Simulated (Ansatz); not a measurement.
Abridged Ansatz (a quantum-chemistry and plane-wave program) output:

```
Relaxation: its limit of steps is 60 (relax.max_steps)
Pseudopotential: Hf, paw, valence charge 26
Pseudopotential: O, paw, valence charge 6
Crystal: 12 atoms, lattice volume = 124.375 Å³
Basis set: ecut = 500 eV, 3131 PW (Γ), exchange–correlation on 160×144×144 points (64 copies of the dense FFT grid, shifted against one another)
Bands: 92, of which v1, the nominal top of the filled ones, is band 76 counted from 1 (75 counted from 0)
Symmetry: 4 space group operations
k-points: 27 of 125 (time reversal used)
Functional: x = r2scan, c = r2scan; τ floored in thin density (d = 2e-4 eV/Å³)
SCF iter   1: F=—  HF=-67504.751774 eV  |F-HF|=—  |Δ(HF+E_count)|=         —  Δρ=1.14e-2  dr2=1.25e-1  dr2_τ=9.11e-1  ethr=1.77e-3  ⟨swp⟩=6.0  Hψ=7908  notcnv=0  defer=45
SCF iter   2: F=—  HF=-67505.002065 eV  |F-HF|=—  |Δ(HF+E_count)|=   2.50e-1  Δρ=6.25e-3  dr2=3.81e-2  dr2_τ=5.18e-3  ethr=8.24e-5  ⟨swp⟩=2.0  Hψ=5089  notcnv=0  defer=258
SCF 1 converged in 8 iterations: F = -67504.997289 eV  dr2 = 2.98e-8
relax step   1: F+E_penalty+E_count = -67504.99728883 eV  Δ(F+E_penalty+E_count) = +0.000e0 eV  max|allowed force component| = 8.950e-5 eV/Å  Δτ_max = 0.0000 Å  P = +18.000 GPa  Ω = 124.375 Å³  (8 SCF iters, dr2 threshold 1.00e-7 eV, accepted)
[... steps on the carried basis left out ...]
relax step  11: F+E_penalty+E_count = -67504.16166909 eV  Δ(F+E_penalty+E_count) = -1.683e-5 eV  max|allowed force component| = 2.668e-4 eV/Å  Δτ_max = 0.0000 Å  P = +29.995 GPa  Ω = 118.812 Å³  stress off target by 8.55e-3 GPa  SCF on the basis re-selected at this cell (its energy is not comparable with the rows above)  (5 SCF iters)
SCF converged after 5 iterations
Free energy (F): -67504.161669 eV
Internal energy: -67504.161669 eV  (E = F + TS)
E sigma→0 (E₀):  -67504.161669 eV
Fermi energy:    19.536508 eV
--- Forces (eV/Å), atoms counted from 1 ---
  atom   1  Hf    -0.00006665    -0.00000928     0.00000193
  atom   2  Hf     0.00006665     0.00000928     0.00000193
  atom   3  Hf    -0.00006665     0.00000928     0.00000193
[...]
  atom  11  O     -0.00007766    -0.00007261     0.00007976
  atom  12  O      0.00007766     0.00007261     0.00007976
--- Stress (GPa, compression-positive) ---
       29.998404       0.000000       0.000000
        0.000000      29.996395       0.000000
        0.000000       0.000000      29.991450
  P = ⅓ Tr σ = 29.9954 GPa (299.954 kbar)
--- Relaxed structure (9 steps of the walk, 9 accepted, 2 SCFs on fresh bases) ---
  cell:  # Å, volume = 118.8121 Å³
    - [5.111087053328819, 0.0, 0.0]
    - [0.0, 4.85692000760058, 0.0]
    - [0.0, 0.0, 4.786152248117021]
  atoms:
    - { symbol: Hf, position: [0.03367880217344122, 0.2700824768222798, 0.23163985601961815] }
    - { symbol: Hf, position: [0.9663211978265587, 0.7299175231777201, 0.731639856019618] }
    - { symbol: Hf, position: [0.5336788021734411, 0.7299175231777201, 0.23163985601961815] }
    - { symbol: Hf, position: [0.4663211978265589, 0.2700824768222798, 0.731639856019618] }
    - { symbol: O, position: [0.39264398235668685, 0.09947565384947608, 0.14424625166496816] }
    - { symbol: O, position: [0.6073560176433132, 0.9005243461505235, 0.6442462516649682] }
    - { symbol: O, position: [0.892643982356687, 0.9005243461505235, 0.14424625166496816] }
    - { symbol: O, position: [0.10735601764331312, 0.09947565384947608, 0.6442462516649682] }
    - { symbol: O, position: [0.2473556324827964, 0.5529114095773244, 0.9801138922154139] }
    - { symbol: O, position: [0.7526443675172034, 0.44708859042267546, 0.48011389221541345] }
    - { symbol: O, position: [0.7473556324827967, 0.44708859042267546, 0.9801138922154139] }
    - { symbol: O, position: [0.25264436751720354, 0.5529114095773244, 0.48011389221541345] }
```

Task: What was computed, and what are the main results?

Result: HfO2, 12 atoms in the cell, with Kohn–Sham DFT with the r2SCAN functional, run in Ansatz with PAW and 500 eV plane waves, spin-orbit coupling left out, from a series relaxed to a target (pressure 30 GPa). The last SCF converged to F = -67504.161669 eV, or -5625.3468 eV per atom, at a pressure of 30.00 GPa. The total energy compares only with runs of the same code, potentials and settings.

With Hf present, leaving out spin-orbit coupling can change the band edges. Load acts through the strain it causes; cell and atoms are relaxed under it. Stability against distortions was not tested. No other phases were tried under pressure. The cell was made from HfO₂ (space group Pca2_1, No. 29) by this change: pressure 30 GPa. This is not the structure that HfO2 has at room temperature and ambient pressure.

Keys are those of Ansatz 0.2.
